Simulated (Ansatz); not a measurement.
The starting structures come from a database of crystals and need not be the phases stable at ambient conditions.

# Evanescent states of Ba₂H₃I (P-3m1, not sure to be the ambient phase, 6 atoms a cell, 22.9 Å³ an atom) along the normal of (111)

Computed with r2SCAN (plane waves, PAW; Ansatz, a program for electronic structure).

The gap is the functional's own. No spin-orbit coupling. Mid-gap values are interpolated on the energy grid.

Energies count from the valence-band top; κ is the least over a 6×4 mesh across the current.

```tsv
E (eV)	κ (1/Å)	where
0.07	0.073	off Γ
0.21	0.121	off Γ
0.35	0.151	off Γ
0.49	0.171	off Γ
0.63	0.187	off Γ
0.77	0.198	off Γ
0.91	0.207	off Γ
1.05	0.213	off Γ
1.19	0.217	off Γ
1.33	0.219	off Γ
1.47	0.219	off Γ
1.61	0.217	off Γ
1.75	0.215	off Γ
1.89	0.210	off Γ
2.03	0.204	off Γ
2.17	0.196	off Γ
2.31	0.175	Γ
2.45	0.143	Γ
2.59	0.097	Γ
```

Question: How thick must the barrier be to attenuate the transmission by 10^4 when the electrodes' Fermi level lies at 0.63 eV, and what attenuation does that film give at 2.59 eV?

Answer: d = 4 ln 10 / (2 × 0.187) = 24.6 Å. At 2.59 eV it gives 4 × 0.097/0.187 = 2.1 decades.
